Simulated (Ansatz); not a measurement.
Bond-angle distributions (per cent of the angles at each element, bins of 10°) of a relaxed model of amorphous Ge12Sb12Te30Sc3 at 6.22 g/cm³. Computed with PBE-D3(BJ), scalar-relativistic without spin-orbit coupling, PAW (Ansatz default set, large-core Te) (plane waves to 420 eV; Ansatz, a program for electronic structure).

It comes from a melt-quench run on a machine-learned potential (CHGNet), relaxed afterwards by DFT. The hot cell started wider than the set density and was brought back towards it in steps. It is the lowest in DFT energy of 3 quenches. It is a model cell: composition and starting density were chosen by hand, and all elements were melted together. The geometry includes D3(BJ) dispersion. Its density started from a set value of 5.76 and ended at 6.22 g/cm³. Cooling (nominally 76 K/ps over its main leg) ran many orders faster than in experiment, which tends to leave more defects and strain. A cell of this size samples the disorder only roughly. Volume and shape were free in the relaxation. On a 2×2×2 Γ-centred mesh force components of up to 0.21 eV/Å stay, since the relaxation ran on one k-point at (1/4, 1/4, 1/4).

Neighbours within Ge-Ge 2.85 Å, Ge-Sb 3.02 Å, Ge-Te 3.18 Å, Ge-Sc 3.19 Å, Sb-Sb 3.38 Å, Sb-Te 3.42 Å, Sb-Sc 3.40 Å, Te-Te 3.31 Å, Te-Sc 3.39 Å, Sc-Sc 3.74 Å count as bonded.

```json
[
 {"angle (°)": "50-60", "at Ge": "0", "at Sb": "1", "at Te": "2"},
 {"angle (°)": "60-70", "at Ge": "0", "at Sb": "7", "at Te": "4"},
 {"angle (°)": "70-80", "at Ge": "4", "at Sb": "14", "at Te": "9"},
 {"angle (°)": "80-90", "at Ge": "20", "at Sb": "23", "at Te": "24"},
 {"angle (°)": "90-100", "at Ge": "28", "at Sb": "17", "at Te": "18"},
 {"angle (°)": "100-110", "at Ge": "21", "at Sb": "11", "at Te": "11"},
 {"angle (°)": "110-120", "at Ge": "11", "at Sb": "3", "at Te": "12"},
 {"angle (°)": "120-130", "at Ge": "3", "at Sb": "2", "at Te": "8"},
 {"angle (°)": "130-140", "at Ge": "4", "at Sb": "6", "at Te": "3"},
 {"angle (°)": "140-150", "at Ge": "1", "at Sb": "5", "at Te": "3"},
 {"angle (°)": "150-160", "at Ge": "1", "at Sb": "5", "at Te": "2"},
 {"angle (°)": "160-170", "at Ge": "4", "at Sb": "4", "at Te": "1"},
 {"angle (°)": "170-180", "at Ge": "1", "at Sb": "2", "at Te": "2"}
]
```

They go with these counts of neighbours within the cut-offs, cation contacts included: Ge mean 3.9, most often 4; Sb mean 4.9, most often 6; Te mean 3.6, most often 3.
